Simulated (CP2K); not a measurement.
Input and output of a self-consistent single point for Li3Rh (Fm-3m, 4 atoms in the cell) (CP2K).

Method of the run: LDA (Pade form), GPW, DZVP-MOLOPT-SR-GTH basis, GTH-PADE potentials (GTH_POTENTIALS) (CP2K 2026.2).

```yaml
crystal:
  lattice:
    - [4.21635, 0.00000, 0.00000]
    - [2.10818, 3.65147, 0.00000]
    - [2.10818, 1.21716, 3.44264]
  atoms:
    - { symbol: Li, position: [0.25000, 0.25000, 0.25000] }
    - { symbol: Li, position: [0.75000, 0.75000, 0.75000] }
    - { symbol: Li, position: [0.50000, 0.50000, 0.50000] }
    - { symbol: Rh, position: [0.00000, 0.00000, 0.00000] }
```

Reference input (self-consistent single point, DFT PBEsol, GPW, DZVP-MOLOPT-SR-GTH basis, GTH-PBE potentials (GTH_POTENTIALS)): CUTOFF = 500 Ry; REL_CUTOFF = 50 Ry; SMEAR/METHOD = FERMI_DIRAC; ELECTRONIC_TEMPERATURE = 1160.45 K; KPOINTS/SCHEME = MONKHORST-PACK 5 5 5; XC_FUNCTIONAL = PBE:PBESOL; Li/BASIS_SET = DZVP-MOLOPT-SR-GTH; Li/POTENTIAL = GTH-PBE-q3; Rh/BASIS_SET = DZVP-MOLOPT-SR-GTH; Rh/POTENTIAL = GTH-PBE-q17; METHOD = GPW; EPS_DEFAULT = 1e-10. This run's input differs from it in these lines:

```diff
@@ -43,6 +43,3 @@
     &XC
-      &XC_FUNCTIONAL
-        &PBE
-          PARAMETRIZATION PBESOL
-        &END PBE
+      &XC_FUNCTIONAL PADE
       &END XC_FUNCTIONAL
@@ -80,3 +77,3 @@
       BASIS_SET DZVP-MOLOPT-SR-GTH
-      POTENTIAL GTH-PBE-q3
+      POTENTIAL GTH-PADE-q3
     &END KIND
@@ -84,3 +81,3 @@
       BASIS_SET DZVP-MOLOPT-SR-GTH
-      POTENTIAL GTH-PBE-q17
+      POTENTIAL GTH-PADE-q17
     &END KIND
```

Output (repeated stretches shortened):

```
 SCF WAVEFUNCTION OPTIMIZATION

  Step     Update method      Time    Convergence         Total energy    Change
     1 NoMix/Diag. 0.30E+00      -     1.36022086      -132.7888604772 -1.33E+02
     2 Broy./Diag. 0.30E+00      -     0.29436848      -133.8326898757 -1.04E+00
     3 Broy./Diag. 0.30E+00      -     0.07442948      -132.4576573528  1.38E+00
     4 Broy./Diag. 0.30E+00      -     0.07984646      -132.1584323502  2.99E-01
     5 Broy./Diag. 0.30E+00      -     0.00797919      -132.1282313668  3.02E-02
     6 Broy./Diag. 0.30E+00      -     0.01062493      -132.1566051997 -2.84E-02
   [... 7 lines left out ...]
    14 Broy./Diag. 0.30E+00      -     0.00000749      -132.1471805174 -5.06E-06
    15 Broy./Diag. 0.30E+00      -     0.00000101      -132.1471831875 -2.67E-06
    16 Broy./Diag. 0.30E+00      -     0.00000056      -132.1471842406 -1.05E-06
    17 Broy./Diag. 0.30E+00      -     0.00000004      -132.1471843779 -1.37E-07
  *** SCF run converged in    17 steps ***

  Overlap energy of the core charge distribution:               0.00000000000000
  Self energy of the core charge distribution:               -213.14948135581011
  Core Hamiltonian energy:                                     47.24033398174510
  Hartree energy:                                              50.23828770182164
  Exchange-correlation energy:                                -16.47541009548070
  Electronic entropic energy:                                  -0.00091461019993
  Fermi energy:                                                 0.17254852885348

  Total energy:                                              -132.14718437791888
  Total energy (extrapolated to T->0):                       -132.14672707281892

                     Mulliken Population Analysis

   [... lines left out ...]

 STRESS| Analytical stress tensor [bar]
 STRESS|                        x                   y                   z
 STRESS|      x       -2.62396555182E+04   3.46778780477E-02   2.45209587254E-02
 STRESS|      y        3.46778780477E-02  -2.62397983670E+04   4.32403942251E-02
 STRESS|      z        2.45209587254E-02   4.32403942251E-02  -2.62398168698E+04
 STRESS| 1/3 Trace                                            -2.62397569184E+04
```

The run converged in 17 iterations. Against the reference run the pressure goes from 1.17 to -2.62 GPa and the gap on the mesh moves little (0.642 to 0.638 eV).

The starting cell comes from a database of computed structures (which also holds hypothetical and non-ambient phases and stackings), without a prior relaxation at this level. Values carry the incompleteness of an atom-centred basis.

Cost on one core of a shared machine: roughly 70 s.
